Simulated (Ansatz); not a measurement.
Consider CdTe in the zinc blende structure (space group F-43m, No. 216).

```cif
data_CdTe
_chemical_formula_sum 'Cd1 Te1'
_space_group_name_H-M_alt 'P 1'
_space_group_IT_number 1
_cell_length_a 4.58821
_cell_length_b 4.58821
_cell_length_c 4.58821
_cell_angle_alpha 60.000
_cell_angle_beta 60.000
_cell_angle_gamma 60.000
loop_
_space_group_symop_operation_xyz
  'x, y, z'
loop_
_atom_site_label
_atom_site_type_symbol
_atom_site_fract_x
_atom_site_fract_y
_atom_site_fract_z
_atom_site_occupancy
Cd1 Cd 0.00000 0.00000 0.00000 1
Te1 Te 0.25000 0.25000 0.25000 1
```

Method: PBEsol (Ansatz, a quantum-chemistry and plane-wave program), without spin-orbit coupling.

One change was made to it. Results:

The valley order (the lowest conduction-band minima on the path, energy above the VBM, named in the base's zone) becomes Γ 1.30 eV; L along ⟨111⟩ 1.90 eV; X along ⟨100⟩ 1.95 eV (base: Γ 0.65 eV; L along ⟨111⟩ 1.74 eV); the volume per atom decreases by 6.63 Å³, from 34.15 Å³ to 27.52 Å³; the electron mass goes from 0.055 mₑ (at Γ) to 0.089 mₑ (at Γ).

Q: What was done to the base?
A. pressure 15 GPa
B. pressure 30 GPa
C. pressure −2 GPa

A: A, pressure 15 GPa. For comparison, the valley order in the other runs: pressure −2 GPa gives Γ 0.49 eV; L along ⟨111⟩ 1.68 eV; pressure 30 GPa gives X along ⟨100⟩ 1.58 eV; Γ 1.62 eV; L along ⟨111⟩ 1.96 eV.

With Te present, leaving out spin-orbit coupling can change the band edges. The levels and masses belong to the bands next to the band gap. Load acts through the strain it causes; cell and atoms are relaxed under it. Masses are band curvatures over ±0.01 Å⁻¹ around the edge. No phonon test of stability was made. Measured, CdTe leaves this structure (for cinnabar) near 3.53 GPa (temperature not stated; as listed in Datta, Sujoy, Jana, Debnarayan, arXiv (2020)), on rising pressure, with hysteresis.
